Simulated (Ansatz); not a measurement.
GaP (F-43m), PBE with spin-orbit coupling, rigid bands (Ansatz, an electronic-structure program): N_v = 2.29e19 cm⁻³ at 300 K and a hole conductivity mass of 0.490 mₑ.

Question: For 1e16 holes per cm³ at 300 K, place the Fermi level, estimate the Seebeck coefficient of a parabolic band with constant τ, and give mobility and conductivity for τ = 5 fs.

Answer: The level lies k_BT ln(N_v/p) = 0.200 eV above the valence-band maximum. S ≈ +(k_B/e)[ln(N_v/p) + 5/2] = 882 μV/K, against 910 μV/K from the full bands (mean over directions). μ = eτ/m = 17.9 cm²/(V·s) and σ = peμ = 0.0288 S/cm. τ is assumed, not computed.

Band transport and this doping are assumed; polarons and phonon drag are left out. Geometry: cell and atoms relaxed with PBEsol.
